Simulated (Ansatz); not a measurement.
Functionals compared on F on the 1x1 (101) surface of anatase TiO2 (cut with top plane O), one in a 2x1 cell, started at the site 'over Ti at depth 0.9 Å', in Ansatz (plane waves, PAW). The structure was relaxed with PBE; the other rows are single points on it, each with its references at the same level. Cutoff 420 eV (500 eV for r2SCAN). The points keep PBE's geometry, so the relaxation of a polaron and the settling of charge on one site are left out.

Host crystal: anatase TiO2, with a band gap (PBE, scalar-relativistic without spin-orbit coupling).

Set-up: 37 atoms, 9.4 Å thick at the start under the adsorbate (thin: gaps and levels are the slab's own); mesh 3x4x1; 0.01 eV smearing; dipole correction on; 14 atoms held, the rest relaxed; no symmetry held; spin-polarised, ending with about 1.0 μB a cell, a value that depends on the mesh; orders that need a larger cell were not tried, no spin-orbit, no U, no dispersion correction. The slab shows no gap over 0.04 eV on its mesh. At the end it is bonded to Ti. In PBE it is, or lies within 0.03 eV of, the lowest of the starts that converged. These notes are the PBE run's. RPBE: The program's check for a lower electronic state was not made. r2SCAN: The program's check for a lower electronic state was not made. Adsorption energies are against ½ F2(g). A negative adsorption energy means that the adsorbate is more stable on the surface than in its reference.

| functional | adsorption energy (eV) | work function of the top face (eV) | rough cost of the single point |
|---|---|---|---|
| PBE | -0.80 | 8.57 | – |
| RPBE | -0.71 | 8.44 | about 6 core-minutes (a rough figure) |
| r2SCAN | ? | ? | roughly 14 core-minutes |

### Question
Some entries are withheld; supply them.

### Answer

- r2SCAN, adsorption energy (eV): -0.77
- r2SCAN, work function of the top face (eV): 8.93

Ansatz is an electronic-structure program.
